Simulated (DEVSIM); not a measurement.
System: abrupt Si n-p junction, at 250 K.

| layer (left to right) | material | thickness (μm) | Nd (cm⁻³) | Na (cm⁻³) | τn (s) | τp (s) |
|---|---|---|---|---|---|---|
| 1 | Si | 5.40 | 2.4e18 | - | 6.2e-5 | 6.2e-5 |
| 2 | Si | 0.370 | - | 2e15 | 6.2e-5 | 6.2e-5 |

Left contact: ohmic. Right contact: ohmic. Voltage is applied to the left contact. Recombination: SRH at mid-gap. Mobility is μmin + (μ − μmin)/(1 + (N/Nref)^α).

This is a model device: material constants are rounded textbook-type values typed into the input, and sizes, dopings and lifetimes were drawn at random. Values at 300 K; Nc and Nv go as T^1.5, mobilities as T to minus their exponent, the gap by Varshni's rule with the affinity fixed.

```csv
parameter,Si
gap (eV),1.124
affinity (eV),4.05
permittivity,11.7
Nc (cm⁻³),2.86e19
Nv (cm⁻³),3.1e19
μn (cm²/Vs),1417
μp (cm²/Vs),470
"μn,min",52
"μp,min",45
"Nref,n",9.7e16
"Nref,p",2.2e17
αn,0.68
αp,0.72
T exponent of μn,2.3
T exponent of μp,2.2
Varshni α (eV/K),0.000473
Varshni β (K),636
```

Simulated with DEVSIM: 1D drift-diffusion, Boltzmann statistics, complete ionisation; no tunnelling, impact ionisation, image-force lowering or self-heating.

Task: Tabulate band edges, carrier densities and field at zero bias.

Result: Energies count from the Fermi level of the right contact; mesh points crowd at the junctions.

```csv
x (μm),Ec (eV),Ev (eV),n (cm⁻³),p (cm⁻³),field (V/cm)
0.000,0.047,-1.089,2.4e18,< 1e2,≈ 0
0.02022,0.047,-1.089,2.4e18,< 1e2,≈ 0
0.05730,0.047,-1.089,2.4e18,< 1e2,≈ 0
0.1315,0.047,-1.089,2.4e18,< 1e2,≈ 0
0.3255,0.047,-1.089,2.4e18,< 1e2,≈ 0
0.6173,0.047,-1.089,2.4e18,< 1e2,≈ 0
1.153,0.047,-1.089,2.4e18,< 1e2,≈ 0
2.700,0.047,-1.089,2.4e18,< 1e2,≈ 0
3.939,0.047,-1.089,2.4e18,< 1e2,≈ 0
4.615,0.047,-1.089,2.4e18,< 1e2,≈ 0
4.983,0.047,-1.089,2.4e18,< 1e2,≈ 0
5.236,0.047,-1.089,2.4e18,< 1e2,≈ 0
5.321,0.047,-1.089,2.4e18,< 1e2,≈ 0
5.368,0.047,-1.089,2.4e18,< 1e2,≈ 0
5.399,0.067,-1.069,9.6e17,< 1e2,72000
5.419,0.152,-0.984,1.9e16,< 1e2,30000
5.452,0.244,-0.892,2.7e14,< 1e2,27000
5.509,0.389,-0.747,3.2e11,20000,25000
5.632,0.671,-0.465,630000,1.0e10,21000
5.700,0.809,-0.328,1100,5.9e12,19000
5.742,0.886,-0.250,< 1e2,2.1e14,18000
5.770,0.934,-0.202,< 1e2,2.0e15,17000
```
